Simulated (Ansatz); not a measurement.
Consider Sn (space group I4_1/amd, No. 141; a = 5.8882 Å, c = 3.1872 Å; relaxed with 0.1 eV smearing). Axes: x, y, z lie along a, b, c of the conventional cell.

Calculations: r2SCAN in Ansatz (plane waves to 500 eV, PAW, no SOC), earlier PAW set.

Strains are applied to the cell and any free atomic positions relax; under biaxial strain the out-of-plane vector relaxes too.

One change was made to it. Results:

The pressure (mean of the normal stresses, compression positive) goes from zero to 0.5 GPa; the energy grows by 0.5 meV/atom.

**Question.** Which change produced these results?
A. uniaxial strain ε_yy = −2.88 %
B. biaxial strain −4.86 %, plane normal [001], relaxed out of plane
C. uniaxial strain ε_yy = −0.83 %
D. biaxial strain −1.82 %, plane normal [001], relaxed out of plane

**Answer.** C, uniaxial strain ε_yy = −0.83 %. For comparison, the energy relative to the base in the other runs: biaxial strain −1.82 %, plane normal [001], relaxed out of plane gives +6.3 meV/atom; uniaxial strain ε_yy = −2.88 % gives +5.7 meV/atom; biaxial strain −4.86 %, plane normal [001], relaxed out of plane gives +46 meV/atom.

A biaxial case was relaxed in a doubled cell and then solved in the primitive one. Whether these cells are dynamically stable was not tested.

Ansatz is a quantum-chemistry and plane-wave program.
